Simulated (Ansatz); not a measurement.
SrO (Fm-3m) under hydrostatic pressure (compression positive): electron conductivity mass by r2SCAN, rigid bands (plane waves, PAW, scalar-relativistic; Ansatz, a first-principles code). The unloaded cell, whose axes the loads refer to:

```cif
data_OSr
_chemical_formula_sum 'Sr1 O1'
_space_group_name_H-M_alt 'P 1'
_space_group_IT_number 1
_cell_length_a 3.62210
_cell_length_b 3.62210
_cell_length_c 3.62210
_cell_angle_alpha 60.000
_cell_angle_beta 60.000
_cell_angle_gamma 60.000
loop_
_space_group_symop_operation_xyz
  'x, y, z'
loop_
_atom_site_label
_atom_site_type_symbol
_atom_site_fract_x
_atom_site_fract_y
_atom_site_fract_z
_atom_site_occupancy
Sr1 Sr 0.00000 0.00000 0.00000 1
O1 O 0.50000 0.50000 0.50000 1
```

```tsv
hydrostatic pressure (compression positive) (GPa)	volume per atom (Å³)	electron conductivity mass (mₑ)
-5.4	17.96	0.534
-3.6	17.52	0.527
-1.8	17.14	0.521
0	16.80	0.515
1.8	16.49	0.510
3.6	16.22	0.505
7.2	15.73	0.497
10.8	15.31	?
```

### Question
Fit a straight line to ln(electron conductivity mass) against the load over the rows given, and predict the row at 10.8 GPa.

### Answer
The means are x̄ = 0.257 GPa and ȳ = -0.6627; Σ(x − x̄)(y − ȳ) = -0.6452 and Σ(x − x̄)² = 112.9, so the slope is -0.571 % per GPa, and the rows given lie within 0.32 % of the line. At 10.8 GPa the line gives 0.485 mₑ; the calculation gives 0.489 mₑ, 0.76 % from it.

Masses are for dilute carriers at 300 K, harmonic means over directions unless an axis is named. Spin-orbit coupling is left out. Stresses and pressures are the targets of the relaxation. The structure type is held at every load. Geometry: cell and atoms relaxed with PBEsol.
